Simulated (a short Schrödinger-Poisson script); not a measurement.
## Symmetric double-gate stack, SiO2 on p-type Ge(111)

Structure: symmetric double-gate stack, SiO2 on p-type Ge(111), at 77 K.

```
layer  material  thickness (nm)  Na (cm⁻³)
-----  --------  --------------  ---------
1          SiO2             2.2          -
2            Ge               3       2e16
3          SiO2             2.2          -
```

Constants are typed, rounded textbook-type inputs, not results; the design itself was drawn at random and stands for no fabricated device. SiO2: permittivity 3.9, conduction-band edge (eV) 3.1, gap (eV) 9, electron mass (mₑ) 0.5. Ge: permittivity 16, conduction-band edge (eV) 0, gap (eV) 0.664, Nv at 300 K (cm⁻³) 6e18.

Channel valleys (confinement mass, in-plane density-of-states mass, number): L1 1.59, 0.08, 1; L3 0.09, 0.34, 3. At the gates, both at one voltage, the conduction-band edge of layer 1 lies 3.3 eV − eVg above the Fermi level of the channel. Gaps are held at their typed values at every temperature. Mesh 0.03 nm at interfaces.

Solved with a short Schrödinger-Poisson script written for these runs: 1D Poisson equation in equilibrium, electrons quantum, Hartree (BenDaniel-Duke, 12 states a valley, the channel's in-plane mass for all, wave functions ending at the dielectric), parabolic valleys, classical holes, full ionisation, no traps, pinning or gate leakage.

```
Vg (V)  electrons (cm⁻²)  C (μF/cm²)  L1 E0 (meV)  L1 E1 (meV)  L3 E0 (meV)  L3 E1 (meV)
------  ----------------  ----------  -----------  -----------  -----------  -----------
0.2               3.86e9      0.0960         26.8        105.6        464.7       1856.7
0.3              8.56e11        1.85        -25.5         52.4        412.5       1803.5
0.4              2.02e12        1.92        -60.1         16.6        377.9       1767.7
0.5              3.34e12        2.25        -87.1        -11.6        350.8       1739.5
0.6              4.76e12        2.29       -108.4        -34.0        329.6       1717.2
0.7              6.19e12        2.29       -129.3        -55.9        308.8       1695.3
0.8              7.62e12        2.29       -150.1        -77.9        288.0       1673.4
0.9              9.05e12        2.30       -171.0        -99.8        267.2       1651.6
1                1.05e13        2.35       -191.3       -121.2        247.0       1630.3
1.1              1.20e13        2.46       -208.5       -139.4        229.8       1612.1
1.2              1.35e13        2.48       -223.6       -155.6        214.9       1596.1
1.3              1.51e13        2.48       -238.4       -171.4        200.2       1580.3
1.4              1.66e13        2.48       -253.2       -187.2        185.6       1564.7
1.5              1.82e13        2.49       -267.9       -203.0        171.0       1549.0
1.6              1.97e13        2.49       -282.7       -218.8        156.3       1533.3
1.7              2.13e13        2.49       -297.5       -234.6        141.7       1517.7
```

Gate voltages with under 1e6 electrons/cm² are left out.

Subbands count from the Fermi level. The capacitance is that of both gates.

Only the L valleys are kept; under strong confinement the Δ valleys of Ge fill too.
